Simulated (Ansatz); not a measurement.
## Re, response to strain

The reference is Re in the hcp (Mg type) structure (space group P6_3/mmc, No. 194; relaxed with 0.1 eV smearing).

```
CELL_PARAMETERS angstrom
      2.75189     0.00000     0.00000
     -1.37595     2.38321     0.00000
      0.00000     0.00000     4.44007
ATOMIC_POSITIONS crystal
  Re 0.66667 0.33333 0.75000
  Re 0.33333 0.66667 0.25000
```

Cartesian axes are those of the cell as printed.

Strains are applied to the cell and any free atomic positions relax; under biaxial strain the out-of-plane vector relaxes too.

Calculations: Ansatz (a quantum-chemistry and plane-wave program) PBEsol, no SOC.

```csv
"biaxial strain, plane normal [001], relaxed out of plane (%)",out-of-plane strain (%)
0,0.00
0.5,?
1,-0.69
1.5,-1.04
2,-1.39
2.5,-1.75
3,-2.11
```

Q: Fit ε⊥ = −νε + γε² (strains in %) to the rows shown and predict the withheld row.

A: Least squares on the printed values gives ν = 0.68 (the biaxial Poisson response) and γ = -0.007 (largest residual 0.00 %); this predicts -0.34 %, and the run gives -0.34 %, in agreement.

Stability against distortions was not tested. The final runs are not spin-polarised.
